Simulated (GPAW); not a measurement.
# GPAW run on PtAl2 (Fm-3m, 3 atoms in the cell): self-consistent single point

Method of the run: PBE, GPAW PAW datasets PBE (gpaw-data 1.0.1) (plane waves; GPAW 25.7.0).

This input was run:

```python
from ase import Atoms
from ase.units import GPa
from gpaw import GPAW, PW, FermiDirac

atoms = Atoms(['Al', 'Al', 'Pt'],
              cell=[[0.000000, 2.976276, 2.976276],
                    [2.976276, 0.000000, 2.976276],
                    [2.976276, 2.976276, 0.000000]],
              scaled_positions=[[0.250000, 0.250000, 0.250000],
                                [0.750000, 0.750000, 0.750000],
                                [0.000000, 0.000000, 0.000000]],
              pbc=True)

calc = GPAW(mode=PW(600),
            xc='PBE',
            kpts=(7, 7, 7),
            occupations=FermiDirac(0.1),
            nbands=-11,
            convergence={'density': 1e-05},
            symmetry={'symmorphic': False, 'tolerance': 0.0005},
            maxiter=150)

atoms.calc = calc

energy = atoms.get_potential_energy()
print('Energy (eV):', round(energy, 6))
forces = atoms.get_forces()
print('Forces (eV/Ang):')
print(forces.round(5))
stress = atoms.get_stress()
print('Stress (GPa, Voigt):', (stress / GPa).round(4))
```

Output, abridged:

```
Input parameters:
  convergence: {density: 1e-05}
  kpts: [7 7 7]
  maxiter: 150
  mode: {ecut: 600.0,
         name: pw}
  nbands: -11
  occupations: {fixmagmom: False,
                name: fermi-dirac,
                width: 0.1}
  symmetry: {symmorphic: False,
             tolerance: 0.0005}
  xc: PBE

species:
  Al:
    name: Aluminium
    Z: 13.0
    valence: 3
    core: 10
    charge: 0.0
    file: Al.PBE.gz

    # Using partial waves for Al as LCAO basis

  Pt:
    name: Platinum
    Z: 78.0
    valence: 16
    core: 62
    charge: 0.0
    file: Pt.PBE.gz

    # Using partial waves for Pt as LCAO basis

Reference energy: -513582.209297  # eV

Spin-paired calculation

Convergence criteria:
 Maximum [total energy] change in last 3 cyles: 0.0005 eV / valence electron
 Maximum integral of absolute [dens]ity change: 1e-05 electrons / valence electron
 Maximum integral of absolute [eigenst]ate change: 4e-08 eV^2 / valence electron
 Maximum number of scf [iter]ations: 150

Symmetries present (total): 48
Symmetries with fractional translations: 0
343 k-points: 7 x 7 x 7 Monkhorst-Pack grid
20 k-points in the irreducible part of the Brillouin zone
       k-points in crystal coordinates                weights
   0:     0.00000000    0.00000000    0.00000000          1/343
   1:     0.14285714    0.14285714    0.00000000          6/343
   2:     0.14285714    0.14285714    0.14285714          8/343
   [... 7 lines left out ...]
          ...
  19:     0.42857143    0.42857143    0.42857143          8/343

Wave functions: Plane wave expansion
  Cutoff energy: 600.000 eV
  Number of coefficients (min, max): 1736, 1807
  Pulay-stress correction: 0.000000 eV/Ang^3 (de/decut=0.000000)

Occupation numbers: Fermi-Dirac:
  width: 0.1000  # eV

Eigensolver

Densities:
  Coarse grid: 24*24*24 grid
  Fine grid: 48*48*48 grid
  Total Charge: 0.000000

Density mixing:
  Method: separate
  Backend: pulay
  Linear mixing parameter: 0.05
  old densities: 5
  Damping of long wavelength oscillations: 50

Hamiltonian:
  XC and Coulomb potentials evaluated on a 48*48*48 grid
  External potential:
    NoExternalPotential

XC parameters: PBE with 2 nearest neighbor stencil

Number of atoms: 3
Number of atomic orbitals: 20
Number of bands in calculation: 22
Number of valence electrons: 22
Bands to converge: occupied

Density initialized from atomic densities
  20 bands from LCAO basis set
  2 bands from random numbers

Atomic positions and initial magnetic moments

Positions:
   0 Al     1.488138    1.488138    1.488138    ( 0.0000,  0.0000,  0.0000)
   1 Al     4.464414    4.464414    4.464414    ( 0.0000,  0.0000,  0.0000)
   2 Pt     0.000000    0.000000    0.000000    ( 0.0000,  0.0000,  0.0000)

Unit cell:
           periodic     x           y           z      points  spacing
  1. axis:    yes    0.000000    2.976276    2.976276    24     0.1432
  2. axis:    yes    2.976276    0.000000    2.976276    24     0.1432
  3. axis:    yes    2.976276    2.976276    0.000000    24     0.1432

  Lengths:   4.209090   4.209090   4.209090
  Angles:   60.000000  60.000000  60.000000

Effective grid spacing dv^(1/3) = 0.1562

     iter     time        total  log10-change:
                         energy   eigst   dens
iter:   1 --:--:--   -17.231410
iter:   2 --:--:--   -17.052266   -1.48  -1.15
iter:   3 --:--:--   -16.601928   -1.37  -1.17
iter:   4 --:--:--   -16.544715   -2.39  -1.36
iter:   5 --:--:--   -16.481357   -2.64  -1.37
iter:   6 --:--:--   -16.577310   -2.20  -2.22
iter:   7 --:--:--   -16.503540   -2.86  -1.87
iter:   8 --:--:--   -16.481913   -2.92  -2.01
iter:   9 --:--:--   -16.481828   -4.17  -2.91
iter:  10 --:--:--   -16.482203c  -4.69  -3.23
iter:  11 --:--:--   -16.481947c  -4.70  -3.11
iter:  12 --:--:--   -16.481948c  -6.48  -3.99
iter:  13 --:--:--   -16.481948c  -6.69  -4.02
iter:  14 --:--:--   -16.481949c  -7.90c -4.10
iter:  15 --:--:--   -16.481949c  -7.35  -4.13
iter:  16 --:--:--   -16.481949c  -8.35c -4.19
iter:  17 --:--:--   -16.481948c  -6.86  -4.26
iter:  18 --:--:--   -16.481948c  -7.55c -4.28
iter:  19 --:--:--   -16.481948c  -9.12c -4.54
iter:  20 --:--:--   -16.481948c  -8.66c -4.59
iter:  21 --:--:--   -16.481947c  -7.95c -4.72
iter:  22 --:--:--   -16.481948c  -8.73c -5.05c

Converged after 22 iterations.

Dipole moment: (-0.000000, -0.000000, -0.000000) |e|*Ang

Energy contributions relative to reference atoms: (reference = -513582.209297)

Kinetic:         -1.668296
Potential:       +1.091666
External:        +0.000000
XC:             -15.469791
Entropy (-ST):   -0.047798
Local:           -0.411628
SIC:             +0.000000
--------------------------
Free energy:    -16.505847
Extrapolated:   -16.481948

Showing only first 2 kpts
 Kpt  Band  Eigenvalues  Occupancy
  0     9     10.18316    0.00000
  0    10     11.20097    0.00000
  0    11     11.20097    0.00000
  0    12     11.20097    0.00000

  1     9      9.41222    0.00000
  1    10      9.41222    0.00000
  1    11      9.62181    0.00000
  1    12     10.21843    0.00000

Fermi level: 7.36294

No gap
No difference between direct/indirect transitions
Energy (eV): -16.481948

Forces in eV/Ang:
  0 Al    0.00000   -0.00000    0.00000
  1 Al    0.00000   -0.00000   -0.00000
  2 Pt    0.00000    0.00000   -0.00000

Stress tensor:
    -0.000252    -0.000000    -0.000000
    -0.000000    -0.000252    -0.000000
    -0.000000    -0.000000    -0.000252
Stress (GPa, Voigt): [-0.0404 -0.0404 -0.0404 -0.     -0.     -0.    ]
```

The run converged in 22 iterations. GPAW prints stress with tension positive.

The starting cell has typed, rounded lattice constants, without a prior relaxation at this level. Its lattice was rescaled by a random factor within 2.5 % of one. Spin-orbit coupling is off. Spin polarisation is off.

Cost on one core of a shared machine: roughly 40 s.
